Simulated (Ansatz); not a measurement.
Data:

```
AlP
1.0
    0.00000     2.74410     2.74410
    2.74410     0.00000     2.74410
    2.74410     2.74410     0.00000
P Al
1 1
Direct
  0.25000   0.25000   0.25000
  0.00000   0.00000   0.00000
```

No spin polarisation.

Level of theory: plane-wave PAW DFT at the PBE level (Ansatz, a quantum-chemistry and plane-wave program, 420 eV), no spin-orbit coupling. Γ-centred 10×10×10 mesh, Fermi–Dirac width 0.05 eV.

**Question.** What is the computed gap character?

**Answer.** Indirect, Γ → X.

**Question.** Estimate the smallest direct gap.

**Answer.** 3.18 eV.

**Question.** Predict the band gap.

**Answer.** 1.61 eV.

**Question.** Estimate the width of the top valence band.

**Answer.** 2.76 eV.

Load acts through the strain it causes; cell and atoms are relaxed under it. Whether these cells are dynamically stable was not tested. The cell was made from AlP in the zinc blende structure (space group F-43m, No. 216) by this change: pressure 0.9 GPa.
